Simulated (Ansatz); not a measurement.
## Hypothetical rock salt SnC, thickness series

The reference is SnC in the rock salt structure (space group Fm-3m, No. 225; a hypothetical phase, not in the database extracts checked).

```
SnC
1.0
    0.00000     2.39996     2.39996
    2.39996     0.00000     2.39996
    2.39996     2.39996     0.00000
C Sn
1 1
Direct
  0.00000   0.00000   0.00000
  0.50000   0.50000   0.50000
```

Cartesian axes are those of the cell as printed.

Free-standing slabs (2 atom(s) a layer) normal to the z axis with 15 Å of vacuum; in-plane cell held at bulk.

All numbers come from PBE (Ansatz, a program for electronic structure; PAW; 420 eV plane waves; no spin-orbit coupling).

Notes on the quantities. excess energy per area of both faces: slab less bulk energy over the cell's area: twice a surface energy; uncertain by up to 0.2 J/m²; layer's space group: with vacuum.

| variant | excess energy per area of both faces | layer's space group | thickness between the outermost nuclei |
|---|---|---|---|
| 1 layer | – | P4/mmm (No. 123) | – |
| 2 layers | 1.46 J/m² | P4/nmm (No. 129) | 2.37 Å |
| 3 layers | 1.4 J/m² | P4/mmm (No. 123) | 4.76 Å |
| 4 layers | 1.2 J/m² | P4/nmm (No. 129) | 7.13 Å |
| 5 layers | 1.3 J/m² | P4/mmm (No. 123) | 9.54 Å |
| 6 layers | 1.3 J/m² | P4/nmm (No. 129) | 11.91 Å |
| 7 layers | 1.3 J/m² | P4/mmm (No. 123) | 14.36 Å |

The excess energy carries the mismatch between the slab's and the bulk's meshes. No phonon test of stability was made. All final runs are without spin polarisation.
